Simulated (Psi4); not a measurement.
Psi4 1.11, HF/def2-svpd: Ag(H)(SMe2) (C[S](C)->[AgH]), 11 atoms. The geometry is a generated start, not checked to be a minimum at this level.

| Quantity | Value |
|---|---|
| task | energy |
| method | scf |
| basis | def2-svpd |
| memory | 3 GB |
| maxiter | 100 |
| keys of the molecule block | symmetry c1 |
| scf_type | df (default) |
| e_convergence | 1e-06 (default) |
| d_convergence | 1e-06 (default) |
| effective core potentials | those of the basis set, past Kr |
| basis functions | 157 |

```xyz
11

Ag    -1.1795    -1.9944     0.6251
H     -1.3063    -3.4151     1.2347
C      0.5401     0.0488    -1.4445
S     -0.8609     0.2837    -0.3235
C     -0.0168     1.1384     1.0313
H      1.3491    -0.4704    -0.9364
H      0.8742     1.0233    -1.7930
H      0.1911    -0.5435    -2.2852
H      0.8272     0.5501     1.3819
H     -0.7367     1.2691     1.8342
H      0.3186     2.1100     0.6754
```

Charge 0 and multiplicity 1 are set for this test and not shown to be the ground state.

With the defaults (damping_percentage = 0, level_shift = 0, level_shift_cutoff = 0.01, guess = auto, which took SAD, diis_max_vecs = 10, diis = true, scf_initial_accelerator = adiis) it converges in 8 SCF iterations. One run each on 2 threads, with these changes:
- diis_max_vecs = 3
- guess = sadno
- damping_percentage = 60
- damping_percentage = 60, diis = false, scf_initial_accelerator = none
- damping_percentage = 20
- level_shift = 0.1, level_shift_cutoff = 0.001
- guess = sap
- guess = modhuckel
- guess = core

Question: Name the settings that don't reach the solution of the defaults.

Answer: No convergence: damping_percentage = 60 (the run ends without SCF convergence in 100 iterations). The rest reach the solution of the defaults.

```tsv
setting	SCF iterations	end
the defaults	8	same solution
level_shift = 0.1, level_shift_cutoff = 0.001	8	same solution
guess = sadno	9	same solution
diis_max_vecs = 3	9	same solution
guess = modhuckel	12	same solution
guess = sap	13	same solution
guess = core	14	same solution
damping_percentage = 20	15	same solution
damping_percentage = 60, diis = false, scf_initial_accelerator = none	32	same solution
damping_percentage = 60	100	no convergence
```
